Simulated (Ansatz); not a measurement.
# WGe2 (space group Fm-3m, No. 225; a hypothetical phase, not in the database extracts checked)

Space group Fm-3m (No. 225); a = b = c = 6.0781 Å, α = β = γ = 90.00°

```tsv
atom	site	symmetry	x	y	z
W	4a	m-3m	0.0000	0.0000	0.0000
Ge	8c	-43m	0.2500	0.2500	0.2500
```
(The calculation used a cell of 3 atoms; values per cell refer to that cell.)

Level of theory: r2SCAN in Ansatz (plane waves to 500 eV, PAW, no SOC). k-mesh 13×13×13 (Γ-centred); smearing 0.05 eV (Fermi–Dirac).

- Volume per atom = 18.71 Å³
- Density = 9.74 g/cm³
- Band gap = zero
- Total energy = -6333.573 eV/atom (σ→0; compares only within this code and set-up)

Whether these cells are dynamically stable was not tested. All final runs are without spin polarisation. WGe2 has a high density of states at the Fermi level and may be magnetic at this level.

Ansatz is a quantum-chemistry and plane-wave program.
